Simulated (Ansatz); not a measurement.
Tunnelling through a barrier is set by its complex band structure: the current falls as exp(−2κd) with the smallest κ.

Input:

```
CELL_PARAMETERS angstrom
      3.99488     0.00000     0.00000
      0.00000     3.99488     0.00000
      0.00000     0.00000     3.99488
ATOMIC_POSITIONS crystal
  K  0.50000 0.50000 0.50000
  Ta 0.00000 0.00000 0.00000
  O  0.00000 0.50000 0.00000
  O  0.50000 0.00000 0.00000
  O  0.00000 0.00000 0.50000
```

The cell is taken as given; by r2SCAN it stands under a pressure of -0.7 GPa.

Transport runs along the normal of the first two printed cell vectors, the (001) plane of the conventional cell.

No gap correction and no spin-orbit coupling; mid-gap is the computed energy nearest the middle.

**Question.** Estimate the band gap and the smallest decay constant κ at mid-gap that r2SCAN (Ansatz, an electronic-structure program) returns for this system.

**Answer.** Gap 2.62 eV on a 8×8×8 mesh; κ = 0.255 1/Å, at the zone centre.
